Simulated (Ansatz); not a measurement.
The parent structure is CaZrF6 (space group Fm-3m, No. 225; a = 8.511 Å; a cell from a computed database, its experimental status unchecked).

Now apply this change: cell and atoms relaxed at a pressure of 7.5 GPa.

Levels (all Ansatz, an electronic-structure program, PAW): PBEsol (420 eV, no SOC); PBEsol+SOC (420 eV, noncollinear with spin-orbit coupling).

The geometry is relaxed with PBEsol.

```
Quantity                                   Result
----------------------------  -------------------
PBEsol band gap                           7.31 eV
PBEsol valence-band top at Γ  0.00, 0.00, 0.00 eV
PBEsol gap character                  direct at Γ
```

With PBEsol+SOC at the same geometry, the band gap shrinks by 0.04 eV, from 7.31 eV to 7.27 eV; the valence-band top at Γ (three highest Kramers pairs, from the VBM) becomes 0.00, 0.00, -0.03 eV (PBEsol: 0.00, 0.00, 0.00 eV); the gap character remains direct at Γ. The threefold valence maximum splits by Δso ≈ 32 meV.

Single points use the geometry relaxed with PBEsol. The spin-orbit shifts are approximate. Load acts through the strain it causes; cell and atoms are relaxed under it. No phonon test of stability was made. Competing high-pressure phases were not computed.
